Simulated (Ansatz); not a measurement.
## Response to strain in Mg2Sn

Start from Mg2Sn (space group Fm-3m, No. 225; a = 6.747 Å; relaxed with 0.1 eV smearing). Axes: x, y, z lie along the cube axes.

Strains are applied to the cell and any free atomic positions relax; under biaxial strain the out-of-plane vector relaxes too.

All numbers come from Kohn–Sham DFT with the PBEsol functional, run in Ansatz (an electronic-structure program) with PAW and 420 eV plane waves, no spin-orbit coupling.

Notes on the quantities. energy relative to the base: free energy F.

| biaxial strain, plane normal [001], relaxed out of plane (%) | energy relative to the base (meV/atom) |
|---|---|
| 0 | 0.0 |
| 0.5 | ? |
| 1 | 1.3 |
| 1.5 | 2.9 |
| 2 | 5.0 |
| 2.5 | 7.7 |
| 3 | 10.9 |

Task: Fit ΔE = Aε² + Bε³ (ε in %) to the rows shown and predict the withheld row.

Result: Least squares on the printed values gives A = 1.34 and B = -0.044 meV/atom (largest residual 0.0 meV/atom); this predicts 0.3 meV/atom, and the run gives 0.3 meV/atom, in agreement.

Whether these cells are dynamically stable was not tested.
